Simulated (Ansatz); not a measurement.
An Ansatz (an electronic-structure program) input (r2SCAN in Ansatz (plane waves to 500 eV, PAW, spin-orbit coupling left out)):

Ansatz 0.2 input:
```yaml
crystal:
  lattice:
    - [2.9188026334, 0, 0]
    - [0, 4.12781027, 0]
    - [0, 0, 27.3834308101]
  atoms:
    - { symbol: Zn, position: [0, 0.25, 0.2738882521] }
    - { symbol: Cu, position: [0.5, 0.75, 0.2738882521] }
    - { symbol: Zn, position: [0, 0.75, 0.3492588347] }
    - { symbol: Cu, position: [0.5, 1.25, 0.3492588347] }
    - { symbol: Zn, position: [0, 1.25, 0.4246294174] }
    - { symbol: Cu, position: [0.5, 1.75, 0.4246294174] }
    - { symbol: Zn, position: [0, 1.75, 0.5] }
    - { symbol: Cu, position: [0.5, 2.25, 0.5] }
    - { symbol: Zn, position: [0, 2.25, 0.5753705826] }
    - { symbol: Cu, position: [0.5, 2.75, 0.5753705826] }
    - { symbol: Zn, position: [0, 2.75, 0.6507411653] }
    - { symbol: Cu, position: [0.5, 3.25, 0.6507411653] }
    - { symbol: Zn, position: [0, 3.25, 0.7261117479] }
    - { symbol: Cu, position: [0.5, 3.75, 0.7261117479] }
basis: { ecutwfc: 500, ecutrho_ratio: 4, xc_grid: 4, fft_grid_basis: typed }
kpoints: { mp_grid: { grid: [16, 11, 1] } }
hamiltonian:
  xc: r2scan
  dispersion: none
  pseudopotentials: { kind: paw }
scf: { occupations: { method: fermi_dirac, width: 0.05 }, convergence: { dr2_threshold: 0.0000000014 } }
relax: { f_tol: 0.01, max_steps: 50 }
output: { forces: true, stress: true }
checkpoint: { write: state.ck, write_every: 1000 }
```

Q: Which symmetry and how many k-points will the program report, and about how many plane waves at Γ?

A: Space group Pmmm (ITA 47) with 8 operations, k-points 54 of 176, and 8383 plane waves at Γ.

No phonon test of stability was made. All final runs are without spin polarisation. The cell was made from ZnCu in the CsCl type structure (space group Pm-3m, No. 221) by this change: a free-standing slab of 7 layers (14 atoms, 2 a layer) is cut normal to [110], with 15 Å of vacuum and the in-plane cell held at bulk.
